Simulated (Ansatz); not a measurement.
Start from BaHfO$_{3}$ in the cubic perovskite structure (space group Pm-3m, No. 221).

```
BaHfO3
1.0
    4.15746     0.00000     0.00000
    0.00000     4.15746     0.00000
    0.00000     0.00000     4.15746
Ba Hf O
1 1 3
Direct
  0.00000   0.00000   0.00000
  0.50000   0.50000   0.50000
  0.00000   0.50000   0.50000
  0.50000   0.50000   0.00000
  0.50000   0.00000   0.50000
```

Levels (all Ansatz, a first-principles code, PAW): PBEsol (420 eV, no SOC); r2SCAN (500 eV, no spin-orbit coupling); HSE06 (420 eV, spin-orbit coupling left out).

One geometry, relaxed with PBEsol, under each level:

| level | band gap | lowest conduction level above the VBM at special points | pressure |
|---|---|---|---|
| PBEsol | 3.58 eV | Γ 3.58 eV; X 4.06 eV; R 6.11 eV; M 6.34 eV | 0.00 GPa |
| r2SCAN | ___ | ___ | ___ |
| HSE06 | 5.21 eV | Γ 5.21 eV; X 5.76 eV; R 7.75 eV | – |

Give the withheld r2SCAN results.


- r2SCAN, band gap: 4.23 eV
- r2SCAN, lowest conduction level above the VBM at special points: Γ 4.23 eV; X 4.70 eV; R 6.83 eV; M 6.94 eV
- r2SCAN, pressure: 2.49 GPa

Single points use the geometry relaxed with PBEsol. Their cutoffs differ, which shifts pressures a little. HSE06 was sampled on its mesh, a few special points and the semilocal edge points, so its gap is an upper bound. Spin-orbit coupling, missing from the scalar runs, can matter with Hf. Stability against distortions was not tested.
